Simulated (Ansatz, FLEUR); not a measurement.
A FLEUR input for a self-consistent single point of NiO (Fm-3m, 4 atoms in the cell) (DFT, PBE, all-electron FLAPW (FLEUR), scalar-relativistic valence):

Input of the input generator:

```
NiO FLAPW
&input film=f /
0.8164966460 0.4082482254 0.4082482254
0.4082482254 0.8164966460 0.4082482254
0.4082482254 0.4082482254 0.8164966460
9.6837301135
1.0 1.0 1.0

4
28 0.0000000000 0.0000000000 0.0000000000 : 2.00
28 0.5000000000 0.5000000000 0.5000000000 : -2.00
8 0.2500000000 0.2500000000 0.2500000000 : 0.00
8 0.7500000000 0.7500000000 0.7500000000 : 0.00

&comp jspins=2 /
&kpt div1=9 div2=9 div3=9 /
&end /
```

```xml
<?xml version="1.0" encoding="UTF-8" standalone="no"?>
<fleurInput fleurInputVersion="0.39">
   <comment>
      NiO FLAPW                                                                                           
   </comment>
   <calculationSetup>
      <cutoffs Kmax="4.4" Gmax="15.4" GmaxXC="15.4" numbands="0"/>
      <scfLoop itmax="100" minDistance="0.00001" maxIterBroyd="15" imix="Anderson" alpha="0.05" precondParam="0.0" spinf="2.0"/>
      <coreElectrons ctail="T" frcor="F" kcrel="0" coretail_lmax="0"/>
      <xcFunctional name="pbe" relativisticCorrections="F"/>
      <magnetism jspins="2"/>
      <soc l_soc="F" theta="0.0" phi="0.0" spav="F"/>
      <expertModes spex="0" secvar="F"/>
      <geometryOptimization l_f="T" forcealpha="1.0" forcemix="BFGS" epsdisp="0.00001" epsforce="0.00001"/>
      <ldaU l_linMix="F" mixParam="0.05" spinf="1.0"/>
   </calculationSetup>
   <cell>
      <bzIntegration valenceElectrons="44.0" mode="hist" fermiSmearingEnergy="0.00073499">
         <kPointListSelection listName="default-1"/>
         <!-- k-points included here -->
         <xi:include xmlns:xi="http://www.w3.org/2001/XInclude" href="kpts.xml"> </xi:include>
      </bzIntegration>
      <!-- symmetry operations included here -->
      <xi:include xmlns:xi="http://www.w3.org/2001/XInclude" href="sym.xml"> </xi:include>
      <bulkLattice scale="1.0">
         <bravaisMatrix>
            <row-1>    7.9067331584419493     3.9533656340889154     3.9533656340889154</row-1>
            <row-2>    3.9533656340889154     7.9067331584419493     3.9533656340889154</row-2>
            <row-3>    3.9533656340889154     3.9533656340889154     7.9067331584419493</row-3>
         </bravaisMatrix>
      </bulkLattice>
   </cell>
   <atomSpecies>
      <species name="Nickel (Ni2.000" element="Ni" atomicNumber="28">
         <mtSphere radius="2.40" gridPoints="829" logIncrement="0.015"/>
         <atomicCutoffs lmax="10" lnonsphr="8"/>
         <electronConfig flipSpins="F">
            <coreConfig>(1s1/2) (2s1/2) (2p1/2) (2p3/2) (3s1/2)</coreConfig>
            <valenceConfig>(3p1/2) (3p3/2) (4s1/2) (3d3/2) (3d5/2)</valenceConfig>
            <stateOccupation state="(3d3/2)" spinUp="2.0" spinDown="1.2"/>
            <stateOccupation state="(3d5/2)" spinUp="3.0" spinDown="1.8"/>
         </electronConfig>
         <energyParameters s="4" p="4" d="3" f="4"/>
         <lo type="SCLO" l="1" n="3" eDeriv="0"/>
      </species>
      <species name="Nickel (Ni-2.000" element="Ni" atomicNumber="28">
         <mtSphere radius="2.40" gridPoints="829" logIncrement="0.015"/>
         <atomicCutoffs lmax="10" lnonsphr="8"/>
         <electronConfig flipSpins="F">
            <coreConfig>(1s1/2) (2s1/2) (2p1/2) (2p3/2) (3s1/2)</coreConfig>
            <valenceConfig>(3p1/2) (3p3/2) (4s1/2) (3d3/2) (3d5/2)</valenceConfig>
            <stateOccupation state="(3d3/2)" spinUp="1.2" spinDown="2.0"/>
            <stateOccupation state="(3d5/2)" spinUp="1.8" spinDown="3.0"/>
         </electronConfig>
         <energyParameters s="4" p="4" d="3" f="4"/>
         <lo type="SCLO" l="1" n="3" eDeriv="0"/>
      </species>
      <species name="Oxygen (O)" element="O" atomicNumber="8">
         <mtSphere radius="1.36" gridPoints="471" logIncrement="0.022"/>
         <atomicCutoffs lmax="6" lnonsphr="4"/>
         <electronConfig flipSpins="F">
            <coreConfig>(1s1/2)</coreConfig>
            <valenceConfig>(2s1/2) (2p1/2) (2p3/2)</valenceConfig>
            <stateOccupation state="(2p1/2)" spinUp="0.6666666667" spinDown="0.6666666667"/>
            <stateOccupation state="(2p3/2)" spinUp="1.333333333" spinDown="1.333333333"/>
         </electronConfig>
         <energyParameters s="2" p="2" d="3" f="4"/>
      </species>
   </atomSpecies>
   <atomGroups>
      <atomGroup species="Nickel (Ni2.000">
         <relPos label="                   1">.0000000000 .0000000000 .0000000000</relPos>
         <force calculate="T" relaxXYZ="TTT"/>
      </atomGroup>
      <atomGroup species="Nickel (Ni-2.000">
         <relPos label="                   2">1.000/2.000 1.000/2.000 1.000/2.000</relPos>
         <force calculate="T" relaxXYZ="TTT"/>
      </atomGroup>
      <atomGroup species="Oxygen (O)">
         <relPos label="                   3">1.000/4.000 1.000/4.000 1.000/4.000</relPos>
         <relPos label="                   4">-1.000/4.000 -1.000/4.000 -1.000/4.000</relPos>
         <force calculate="T" relaxXYZ="TTT"/>
      </atomGroup>
   </atomGroups>
   <output dos="F" band="F" slice="F">
      <checks vchk="F" cdinf="F"/>
      <bandDOS minEnergy="-.5*Htr" maxEnergy="0.5*Htr" sigma="0.015" storeEVData="T"/>
      <vacuumDOS vacdos="F" integ="F" star="F" nstars="0" locx1="0.0" locy1="0.0" locx2="0.0" locy2="0.0" nstm="0" tworkf="0.0"/>
      <unfoldingBand unfoldBand="F" supercellX="1" supercellY="1" supercellZ="1"/>
      <plotting iplot="0" polar="F">
         <plot TwoD="T" vec1="  1.0  0.0  0.0" vec2="  0.0  1.0  0.0" vec3="  0.0  0.0  1.0" zero="  0.0  0.0  0.0" file="plot"/>
      </plotting>
      <chargeDensitySlicing numkpt="0" minEigenval="0.0" maxEigenval="0.0" nnne="0" pallst="F"/>
      <specialOutput eonly="F"/>
      <magneticCircularDichroism mcd="F" energyLo="-10.0" energyUp="0.0"/>
   </output>
  <!-- We include the file relax.xml here to enable relaxations (see documentation) -->
  <xi:include xmlns:xi="http://www.w3.org/2001/XInclude" href="relax.xml"> <xi:fallback/> </xi:include>
</fleurInput>
```

Question: Give the Ansatz (a first-principles code) input for the same structure, mesh, smearing and functional.

Answer: This is the input that was run; spellings and numerical settings could be chosen otherwise.

Ansatz 0.2 input:
```yaml
# NiO
crystal:
  lattice:
    - [4.184063, 2.092031, 2.092031]
    - [2.092031, 4.184063, 2.092031]
    - [2.092031, 2.092031, 4.184063]
  atoms:
    - { symbol: Ni, position: [0.000000, 0.000000, 0.000000], spin: 2.0 }
    - { symbol: Ni, position: [0.500000, 0.500000, 0.500000], spin: -2.0 }
    - { symbol: O, position: [0.250000, 0.250000, 0.250000] }
    - { symbol: O, position: [0.750000, 0.750000, 0.750000] }
kpoints:
  mp_grid: { grid: [9, 9, 9] }
hamiltonian:
  xc: pbe
  pseudopotentials: { kind: paw }
magnetization:
  spin_polarized: true
scf:
  occupations: { method: fermi_dirac, width: 0.02 eV }
output:
  forces: true
  eigenvalues: true
  stress: true
```

Basis, cutoffs, solver keys and any potentials are the target program's own. This input uses DFT, PBE, plane waves, default PAW files. Both were run: gap on the mesh 0.950 eV in FLEUR and 0.960 in Ansatz; size of the net moment 0.00 μB/atom in FLEUR and 0.00 in Ansatz.

On FLEUR: the starting cell has typed, rounded lattice constants, without a prior relaxation at this level. Its lattice was rescaled by a random factor within 2.5 % of one. For this run, on top of that: lattice scaled by 0.98. The magnetic order is the one reached from the typed start; others were not searched systematically. Values depend on the basis (sphere radii, cutoffs, local orbitals), which need not be converged.

On Ansatz: the starting cell has typed, rounded lattice constants, without a prior relaxation at this level. Its lattice was rescaled by a random factor within 2.5 % of one. For this run, on top of that: lattice scaled by 0.98. The magnetic order is the one reached from the typed start; others were not searched systematically.
